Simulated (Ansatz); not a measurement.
# Short convergence ladders for a (110) slab of ScCd (cut from a parent of space group no. 221; 8 atoms in the cell)

```xyz
8
Lattice="3.5439 0.0000 0.0000 0.0000 5.0118 0.0000 0.0000 0.0000 21.5177" Properties=species:S:1:pos:R:3 pbc="T T T"
Sc     1.7719     3.7589     7.0000
Cd     0.0000     1.2530     7.0000
Sc     1.7719     1.2530     9.5059
Cd     0.0000     3.7589     9.5059
Sc     1.7719     3.7589    12.0118
Cd     0.0000     1.2530    12.0118
Sc     1.7719     1.2530    14.5177
Cd     0.0000     3.7589    14.5177
```

Base method: PBEsol, default PAW files made with PBE (plane waves; Ansatz, an electronic-structure program).

Base settings: basis.ecutwfc = 420 eV; kpoints.mp_grid.grid = 6 3 1; hamiltonian.xc = pbesol; hamiltonian.pseudopotentials = {kind: paw} (the program's default PAW files); scf.occupations.method = gaussian; scf.occupations.width = 0.1 eV.

The count of work is k-points × plane waves × bands × iterations; it is no time. 

**The vacuum**

The mesh stays at the base's, so the ladder's end is converged at best in this setting alone.

Only quantities that move along the ladder and can be compared are tabulated.

```csv
vacuum between outermost atoms (Å),free energy less the last step's (meV/atom),largest difference of a force vector from the last step's (eV/Å),count of work / last
3.0,-253.17,0.797,0.22
4.0,-104.87,0.522,0.31
5.0,-32.95,0.241,0.37
6.0,-9.46,0.067,0.40
7.0,-2.95,0.017,0.39
8.0,-1.09,0.005,0.41
10.0,-0.17,0.001,0.47
12.0,-0.02,0.000,0.52
14.0,0.00,0.000,0.57
17.0,0.00,0.000,0.65
20.0,0.00,0.000,0.73
25.0,0.00,0.000,0.87
30.0,0.00,0.000,1.0
```

Smallest vacuum between outermost atoms (Å) that holds the free energy within 2 meV/atom of the last step, with all finer ones: 8.0, at 0.41 of the last step's count of work; the step before is off by 2.9 meV/atom.

Smallest vacuum between outermost atoms (Å) that holds the forces within 0.01 eV/Å of the last step, with all finer ones: 8.0, at 0.41 of the last step's count of work; the step before is off by 0.017 eV/Å.

**The plane-wave cutoff**

The mesh stays at the base's, so the ladder's end is converged at best in this setting alone.

Only quantities that move along the ladder and can be compared are tabulated.

| basis.ecutwfc | free energy less the last step's (meV/atom) | largest difference of a force vector from the last step's (eV/Å) | count of work / last |
|---|---|---|---|
| 210 eV | 5132.10 | 0.058 | 0.15 |
| 250 eV | 974.00 | 0.023 | 0.18 |
| 295 eV | 106.73 | 0.007 | 0.23 |
| 355 eV | 3.03 | 0.001 | 0.28 |
| 420 eV | 1.14 | 0.000 | 0.35 |
| 505 eV | 0.45 | 0.000 | 0.47 |
| 630 eV | 0.19 | 0.000 | 0.65 |
| 840 eV | 0.00 | 0.000 | 1.0 |

Coarsest basis.ecutwfc that holds the forces within 0.01 eV/Å of the last step, with all finer ones: 295 eV, at 0.23 of the last step's count of work; the step before is off by 0.023 eV/Å.

Coarsest basis.ecutwfc that holds the free energy within 5 meV/atom of the last step, with all finer ones: 355 eV, at 0.28 of the last step's count of work; the step before is off by 110 meV/atom.

On the base run: the starting cell comes from a database of computed structures (which also holds hypothetical and non-ambient phases and stackings), without a prior relaxation at this level. The slab is cut from that crystal, and its faces are unrelaxed. Its lattice was rescaled by up to half a per cent. Without a gap this mesh is coarse (it stands for a supercell whose shortest in-plane vector is 15 Å).

Left out of this page: 1 run of the series outside the window shown, repeating another row's setting, or not comparable.

Keys are those of Ansatz 0.2.
